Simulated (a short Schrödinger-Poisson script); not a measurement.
Stack: MOS inversion layer, Al2O3 on p-type Si(100), at 300 K.

| layer | material | thickness (nm) | Na (cm⁻³) |
|---|---|---|---|
| 1 | Al2O3 | 5.9 | - |
| 2 | Si | 490 | 7.6e17 |

Constants are typed, rounded textbook-type inputs, not results; the design itself was drawn at random and stands for no fabricated device. Al2O3: permittivity 9, conduction-band edge (eV) 2.7, gap (eV) 6.8, electron mass (mₑ) 0.3. Si: permittivity 11.7, conduction-band edge (eV) 0, gap (eV) 1.124, Nv at 300 K (cm⁻³) 3.1e19.

Channel valleys (confinement mass, in-plane density-of-states mass, number): Δ2 0.916, 0.19, 2; Δ4 0.19, 0.417, 4. At the gate the conduction-band edge of layer 1 lies 3.17 eV − eVg above the Fermi level of the channel; the field vanishes at the back. Gaps are held at their typed values at every temperature. Mesh 0.03 nm at interfaces.

From a short Schrödinger-Poisson script (our own, NumPy): 1D Poisson equation in equilibrium, electrons classical, Fermi-Dirac, parabolic valleys, classical holes, full ionisation, no traps, pinning or gate leakage.

The same stack at other levels of the model or other numerical settings:

```tsv
run	sheet density of all electrons at Vg = 2.3 V (cm⁻²)	sheet density of all electrons at Vg = 1.1 V (cm⁻²)	capacitance at Vg = 2.3 V (μF/cm²)	centroid of the channel electrons at Vg = 2.3 V (nm)	rough cost against the base
base	1.11e13	1.97e12	1.25	0.50	about 1
electrons treated as classical, Boltzmann	1.15e13	2.03e12	1.31	0.32	0.2
electrons treated as quantum, Hartree	9.85e12	1.32e12	1.19	1.27	8
mesh six times as coarse	1.09e13	1.92e12	1.24	0.58	0.4
```

The classical rows ignore confinement, and Boltzmann statistics overrate the density once the band edge passes the Fermi level.
